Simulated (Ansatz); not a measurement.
O on the 1x1 (110) surface of bcc Ta, one in a 3x3 cell, energies for each (70.1 Å²). Energies are against ½ O2(g), without zero-point or thermal terms; each row is named by its start.

Level of theory: PBE (plane waves to 420 eV, PAW; Ansatz, an electronic-structure program).

Problem. Which site binds most strongly?
A. hollow Ta-Ta-Ta
B. bridge Ta-Ta (span 3.3 Å)
C. bridge Ta-Ta (span 2.9 Å)
D. top Ta

Solution. A, hollow Ta-Ta-Ta. Adsorption energies: hollow Ta-Ta-Ta -4.90 eV; bridge Ta-Ta (span 3.3 Å) -4.70 eV; bridge Ta-Ta (span 2.9 Å) -4.36 eV; top Ta -2.85 eV.
